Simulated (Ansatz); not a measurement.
**WS2 under a change: uniaxial strain ε_zz = +1.80 %**

The reference is WS2 (space group P6_3/mmc, No. 194; a = 3.115 Å, c = 11.772 Å; layered, stacked along the Cartesian z axis). Axes: x lies along a and z along c of the hexagonal cell.

Perturbation: the cell is stretched by 1.80 % along z with no lateral relaxation; the atoms relax in the strained cell.

Computed with plane-wave PAW DFT at the PBEsol-D3(BJ) level (Ansatz, a program for electronic structure, 420 eV), no spin-orbit coupling. k-mesh 12×12×3 (Γ-centred); smearing 0.05 eV (Fermi–Dirac).

- Volume per atom: 16.78 Å³ (base 16.48 Å³)
- Energy relative to the base (free energy F): +1.5 meV/atom
- Pressure (mean of the normal stresses, compression positive): -6.6 kbar (base 0.0 kbar)
- Band gap: 0.77 eV (base 0.65 eV)
- Gap character: indirect, Γ → K–Γ (44 % along) (base indirect, Γ → K–Γ (44 % along))
- Smallest direct gap: 1.95 eV (base 1.92 eV)
- Width of the top valence band: 1.97 eV (base 2.05 eV)
- Electron mass: 0.40 mₑ along z, 0.47 mₑ across (off the special points) (base 0.39 mₑ along c, 0.46 mₑ across (off the special points))
- Hole mass: 0.85 mₑ along z, 0.54 mₑ across (at Γ) (base 0.96 mₑ along c, 0.46 mₑ across (at Γ))
- Valence-band top at Γ (three highest levels, from the VBM): 0.00, -1.37, -1.51 eV (base 0.00, -1.26, -1.60 eV)
- Largest internal atomic displacement: 0.025 Å
- Stress (xx, yy, zz, yz, xz, xy; compression positive): (-0.23, -0.23, -1.51, 0.00, 0.00, 0.00) GPa

Final structure:

```xyz
6
Lattice="3.1147 0.0000 0.0000 -1.5574 2.6974 0.0000 0.0000 0.0000 11.9843" Properties=species:S:1:pos:R:3 pbc="T T T"
W      1.5574     0.8991     2.9961
W      0.0000     1.7983     8.9882
S      1.5574     0.8991    10.5633
S      0.0000     1.7983     4.5712
S      0.0000     1.7983     1.4210
S      1.5574     0.8991     7.4131
```

Cost of the whole job for the changed cell (relaxation, final SCF and bands): around 30 core-seconds (rough).

With W present, leaving out spin-orbit coupling can change the band edges. Masses are band curvatures over ±0.01 Å⁻¹ around the edge. No phonon test of stability was made.
